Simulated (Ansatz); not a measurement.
# Au (within 0.1 Å of P6₃/mmc, No. 194, 2 atoms in the cell; start mp-1008634; another form than the element's usual one)

Level of theory: PBEsol (Ansatz, a quantum-chemistry and plane-wave program, PAW).

Numerical settings: plane-wave cutoff 520 eV, 22×22×12 k mesh (along the axes of the cell as run), Fermi–Dirac smearing 0.05 eV, scalar-relativistic PAW data made under PBE.

Cell (relaxed at this level):

```cif
data_Au4
_chemical_formula_sum 'Au4'
_space_group_name_H-M_alt 'Cmcm'
_space_group_IT_number 63
_space_group_name_Hall '-C 2c 2'
_cell_length_a 2.85229
_cell_length_b 4.98229
_cell_length_c 4.79339
_cell_angle_alpha 90.000
_cell_angle_beta 90.000
_cell_angle_gamma 90.000
loop_
_atom_site_label
_atom_site_type_symbol
_atom_site_symmetry_multiplicity
_atom_site_Wyckoff_symbol
_atom_site_fract_x
_atom_site_fract_y
_atom_site_fract_z
_atom_site_occupancy
Au1 Au 4 c 0.00000 0.33439 0.25000 1
```
(The calculation used a cell of 2 atoms; values per cell refer to that cell.)

```
Quantity             Result
------------  -------------
band gap      zero (no gap)
bulk modulus        171 GPa
```

Note: the bulk modulus is −V dP/dV from two relaxed cells at ±2 % in volume.

Spin–orbit coupling is not included; it can shift volumes and moduli of such heavy elements.

The computed numbers hold no vibrational or temperature effects.

The result took around 5 core-minutes (rough).

A start named mp-… is a Materials Project structure, which need not be a measured phase.
